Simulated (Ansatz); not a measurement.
The starting structures come from a database of crystals and need not be the phases stable at ambient conditions.

 Where the default PAW files enter, the runs use the earlier of Ansatz's two default sets.

By PBEsol, the system below comes out a metal.

The ballistic (Sharvin) conductance counts the channels at the Fermi level: G/A = (e²/h) × channels of both spins per area.

Data:

```
NiSi
1.0
    4.50369     0.00000     0.00000
    0.00000     4.50369     0.00000
    0.00000     0.00000     4.36858
Si Ni
4 4
Direct
  0.34683   0.84683   0.34683
  0.15317   0.15317   0.84683
  0.84683   0.65317   0.65317
  0.65317   0.34683   0.15317
  0.64950   0.14950   0.64950
  0.85050   0.85050   0.14950
  0.14950   0.35050   0.35050
  0.35050   0.64950   0.85050
```

Space group of this cell: P2_12_12_1. The cell is strained (lengths along the current scaled by 0.97, ions clamped); by PBEsol its mean pressure is 1.5 GPa.

The current flows along the normal of the first two printed cell vectors. No spin-orbit coupling; the value is a mean over 0.1 eV about the Fermi level.

Question: State the ballistic conductance per area according to Ansatz (a program for electronic structure) with PBEsol.

Answer: 0.34 × 10¹⁵ S/m² for both spins.
